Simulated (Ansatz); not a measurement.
Data:

```xyz
5
Lattice="3.9569 0.0000 0.0000 0.0000 3.9569 0.0000 0.0000 0.0000 3.9569" Properties=species:S:1:pos:R:3 pbc="T T T"
Ba     0.0000     0.0000     0.0000
Ti     1.9785     1.9785     1.9785
O      0.0000     1.9785     1.9785
O      1.9785     1.9785     0.0000
O      1.9785     0.0000     1.9785
```

A single point on BaTiO3 with a change (pressure 1.8 GPa), its geometry relaxed with PBEsol.

The values are results of PBEsol/PAW in Ansatz (a quantum-chemistry and plane-wave program), noncollinear with spin-orbit coupling, not measurements. k-mesh 8×8×8 (Γ-centred); smearing 0.05 eV (Fermi–Dirac).

Predict the hole mass and electron mass.


- Hole mass (degenerate bands, along [100]): 0.77, 2.1 mₑ (at R)
- Electron mass (degenerate bands, along [100]): 0.39, 1.1 mₑ (at Γ)

Single points use the geometry relaxed with PBEsol. The levels and masses belong to the bands next to the band gap. Load acts through the strain it causes; cell and atoms are relaxed under it. Effective masses come from finite differences of ±0.01 Å⁻¹. Stability against distortions was not tested. The cell was made from BaTiO3 in the cubic perovskite structure (space group Pm-3m, No. 221) by this change: pressure 1.8 GPa. Many cubic perovskites are stable only at high temperature; tilts and polar distortions were not tested. This is not the structure that BaTiO3 has at room temperature and ambient pressure.
